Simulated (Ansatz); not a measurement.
An input for Ansatz (PBE) and the part of its output that reports the quasi-harmonic study. Lengths are of the primitive cell. The run noted for some of its cells that some bands missed the eigensolver's tolerance.

Ansatz 0.2 input:
```yaml
crystal:
  lattice:
    - [2.8924565691, 0.0, 0.0]
    - [0.0, 2.8924565691, 0.0]
    - [0.0, 0.0, 2.8924565691]
  atoms:
    - { symbol: Al, position: [0.0, 0.0, 0.0] }
    - { symbol: Ni, position: [0.5, 0.5, 0.5] }
kpoints:
  mp_grid: { grid: [12, 12, 12] }
hamiltonian:
  xc: pbe
  pseudopotentials: { kind: paw }
scf:
  occupations: { method: methfessel_paxton, width: 0.15 }
phonons:
  method: dfpt
  qmesh: [3, 3, 3]
  temperatures: { t_max: 1000, t_step: 25 }
  thermal_expansion: {}
checkpoint:
  write: run
```

```
--- Thermal expansion: 11 cells in 3 rounds, 0 GPa ---
  no lower state was reached at cell 4; its state was not examined: fill_not_monotonic
  without vibrations: a 2.89331, b 2.89331, c 2.89331 Å, V 24.2205 Å³, B 159.27 GPa
  at 0 K: a 2.89979, b 2.89979, c 2.89979 Å, V 24.3837 Å³, B 156.17 GPa
  zero-point expansion: a +0.224, b +0.224, c +0.224, V +0.674 %
      T/K        a/Å        b/Å        c/Å       V/Å³ | expansion of a, b, c, V (1e-6/K)   | that of V in the mean from 25 °C | C_P, C_V (J/mol K of the cell) | B_T, B_S (GPa)
     0.00    2.89979    2.89979    2.89979    24.3837 |    0.00    0.00    0.00    0.00 |   27.11 |     0.000     0.000 |   156.17   156.17
   100.00    2.90070    2.90070    2.90070    24.4067 |    7.77    7.77    7.77   23.31 |   36.08 |    25.112    24.988 |   154.93   155.70
   200.00    2.90377    2.90377    2.90377    24.4843 |   12.55   12.55   12.55   37.66 |   40.66 |    41.260    40.625 |   151.75   154.12
   298.15    2.90765    2.90765    2.90765    24.5824 |   14.39   14.39   14.39   43.18 |       - |    46.957    45.738 |   148.18   152.13
   375.00    2.91097    2.91097    2.91097    24.6667 |   15.26   15.26   15.26   45.78 |   44.62 |    49.282    47.586 |   145.25   150.43
   475.00    2.91554    2.91554    2.91554    24.7833 |   16.15   16.15   16.15   48.44 |   46.21 |    51.298    48.948 |   141.29   148.07
   575.00    2.92037    2.92037    2.92037    24.9066 |   16.94   16.94   16.94   50.82 |   47.64 |    52.845    49.790 |   137.16   145.58
   675.00    2.92544    2.92544    2.92544    25.0365 |   17.74   17.74   17.74   53.21 |   49.02 |    54.221    50.393 |   132.87   142.96
   775.00    2.93076    2.93076    2.93076    25.1732 |   18.58   18.58   18.58   55.73 |   50.40 |    55.561    50.876 |   128.40   140.23
   875.00    2.93634    2.93634    2.93634    25.3173 |   19.50   19.50   19.50   58.49 |   51.83 |    56.939    51.292 |   123.74   137.37
   975.00    2.94222    2.94222    2.94222    25.4697 |   20.52   20.52   20.52   61.55 |   53.32 |    58.405    51.669 |   118.88   134.38
  1000.00    2.94373    2.94373    2.94373    25.5092 |   20.79   20.79   20.79   62.38 |   53.71 |    58.790    51.758 |   117.63   133.61
  the static fit leaves 0.001 meV an atom of the energies and, of the stresses, 0.000 GPa of each cell's largest along a strain (root mean squares over the cells), whose Pulay part it has at -0.036 GPa
  vibrations' free energy: its fit leaves 0.0006 meV an atom at the most
  the electrons' free energy at temperature is in it; its fit leaves 0.0002 meV an atom at the most
  free energies summed between the sampled wave vectors
  estimated error of the fitted expansion in any direction: up to 0.041e-6/K, at 1000 K (an estimate, not a bound: it was exceeded on models of known expansion)
  by sums over the sampled wave vectors an expansion of the volume parts by up to 1.56e-6/K
  by a static energy of one degree less an expansion of the volume parts by up to 0.09e-6/K
  eigensolver_not_converged in the phonons of 3 cells: 6, 7, 8
```

Warnings of the run: phonon_interpolation_lacks_dipole_term, thermal_expansion_settings.

Cost: very roughly 30 core-minutes.

No phase change or melting is allowed for: the numbers belong to this structure as given.

Ansatz is an electronic-structure program.
